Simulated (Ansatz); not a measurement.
System: GeSiO3 (model structure, started from the PbTiO3 type, P4mm, No. 99, 5 atoms in the cell). Method: PBEsol in Ansatz (PAW).

Run with plane-wave cutoff 520 eV, 10×10×8 k mesh (along the axes of the cell as run), Fermi–Dirac smearing 0.01 eV, scalar-relativistic PAW data made under PBE.

Cell (relaxed at this level):

Space group P4mm (No. 99); a = b = 3.413 Å, c = 4.376 Å, α = β = γ = 90.00°

```tsv
atom	site	symmetry	x	y	z
Si	1b	4mm	0.5000	0.5000	0.6029
Ge	1a	4mm	0.0000	0.0000	0.1494
O	2c	2mm.	0.0000	0.5000	0.4825
O	1b	4mm	0.5000	0.5000	0.9730
```

Q: Predict the band gap, Γ–Γ gap and bulk modulus.

A: 
- band gap = 1.67 eV (on the SCF k mesh)
- Γ–Γ gap = 4.63 eV
- bulk modulus = 104 GPa

Note: the bulk modulus is −V dP/dV from two relaxed cells at ±2 % in volume; the relaxation could raise the start's symmetry but not lower it, so the cell can be a saddle point.

Spin–orbit coupling is not included.

The computed numbers hold no vibrational or temperature effects.

It cost roughly 4 core-minutes of CPU time.

A model structure was made by putting elements into a prototype or built by hand; it is no filed structure, need not be a known phase, and can be a saddle point held by its symmetry.

Ansatz is a quantum-chemistry and plane-wave program.
